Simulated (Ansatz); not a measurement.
Consider the following.

```
CELL_PARAMETERS angstrom
      0.00000     2.83735     2.83735
      2.83735     0.00000     2.83735
      2.83735     2.83735     0.00000
ATOMIC_POSITIONS crystal
  As 0.75000 0.75000 0.75000
  Al 0.00000 0.00000 0.00000
```

No spin polarisation.

Calculations: plane-wave PAW DFT at the PBEsol level (Ansatz, a quantum-chemistry and plane-wave program, 420 eV), no SOC. Γ-centred 10×10×10 mesh, Fermi–Dirac width 0.05 eV.

Task: Predict the band gap.

Result: 1.34 eV.

Task: What is the computed hole mass (degenerate bands, along [100])?

Result: 0.11, 0.48, 0.48 mₑ (at Γ).

Task: What is the computed electron mass?

Result: 0.87 mₑ along k, 0.24 mₑ across (at X).

Masses are band curvatures over ±0.01 Å⁻¹ around the edge. Along k means along the line from Γ to the band edge. Stability against distortions was not tested. The cell was made from InAs by this change: In → Al.
